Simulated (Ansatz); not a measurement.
A computed series for Nb3Te4: response to strain

Start from Nb$_{3}$Te$_{4}$ (space group P6_3/m, No. 176; a = 10.6634 Å, c = 3.5929 Å). Axes: x lies along a and z along c of the hexagonal cell.

Strains are applied to the cell and any free atomic positions relax; under biaxial strain the out-of-plane vector relaxes too.

Computed with Kohn–Sham DFT with the PBEsol functional, run in Ansatz (an electronic-structure program) with PAW and 420 eV plane waves, no spin-orbit coupling.

Notes on the quantities. pressure: mean of the normal stresses, compression positive.

```json
[
 {"change": "base", "space group": "P6_3/m (No. 176)", "pressure": "0.0 GPa", "volume per atom": "25.27 Å³"},
 {"change": "biaxial strain +3.55 %, plane normal [001], relaxed out of plane", "space group": "P6_3/m (No. 176)", "pressure": "-2.2 GPa", "volume per atom": "26.52 Å³"},
 {"change": "uniaxial strain ε_xx = −2.30 %", "space group": "P2_1/m (No. 11)", "pressure": "(withheld)", "volume per atom": "24.69 Å³"},
 {"change": "uniaxial strain ε_zz = +0.62 %", "space group": "P6_3/m (No. 176)", "pressure": "-0.5 GPa", "volume per atom": "25.43 Å³"}
]
```

Complete the table.


- uniaxial strain ε_xx = −2.30 %, pressure: 1.6 GPa

Without a gap, meshes like the base's 4×4×10 leave anisotropic stresses uncertain by several tenths of a GPa, and small strain energies with them. No phonon test of stability was made. The final runs are not spin-polarised.
